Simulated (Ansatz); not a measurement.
Consider the following.

```xyz
3
Lattice="3.9786 0.0000 0.0000 0.0000 3.9786 0.0000 1.9893 -1.9893 2.8345" Properties=species:S:1:pos:R:3 pbc="T T T"
Li     3.9786     1.9893     1.4173
Li     1.9893     0.0000     1.4173
S      0.0000     0.0000     0.0000
```

No spin polarisation.

Method: PBEsol/PAW in Ansatz (a first-principles code), no spin-orbit coupling. Settings: 10×10×10 k-points, 0.05 eV Fermi–Dirac smearing.

What is the computed electron mass?

0.62 mₑ along k, 0.33 mₑ across (at X).

What is the computed valence-band top at Γ (three highest levels, from the VBM)?

0.00, 0.00, -0.03 eV.

The levels and masses belong to the bands next to the band gap. The cells carry an imposed strain or load. Masses are band curvatures over ±0.01 Å⁻¹ around the edge. Along k means along the line from Γ to the band edge. Stability against distortions was not tested. The cell was made from Li2S in the anti-fluorite structure (space group Fm-3m, No. 225) by this change: biaxial strain −0.50 %, plane normal [001], relaxed out of plane.
